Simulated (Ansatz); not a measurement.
**A computed series for CdTe: pressure series**

Consider CdTe in the zinc blende structure (space group F-43m, No. 216; a = 6.6180 Å).

Cell and atoms are relaxed at each pressure.

Level of theory: PBE/PAW in Ansatz (a quantum-chemistry and plane-wave program), no spin-orbit coupling.

| pressure (GPa) | band gap (eV) |
|---|---|
| -2 | 0.39 |
| -1 | ? |
| 0 | 0.59 |
| 0.9 | 0.66 |
| 2.1 | 0.74 |
| 4.5 | 0.89 |
| 9 | 1.10 |
| 15 | 1.32 |

Question: Fit E_g = E₀ + αP + βP² to the rows shown and predict the withheld row.

Answer: Least squares on the printed values gives E₀ = 0.58 eV, α = 78.1 meV/GPa, β = -1.9 meV/GPa² (largest residual 0.02 eV); this predicts 0.50 eV, and the run gives 0.50 eV, in agreement.

Spin-orbit coupling, missing from the scalar runs, can matter with Te. Load acts through the strain it causes; cell and atoms are relaxed under it. Stability against distortions was not tested. Measured, CdTe leaves this structure (for cinnabar) near 3.53 GPa (temperature not stated; as listed in Datta, Sujoy, Jana, Debnarayan, arXiv (2020)), on rising pressure, with hysteresis.
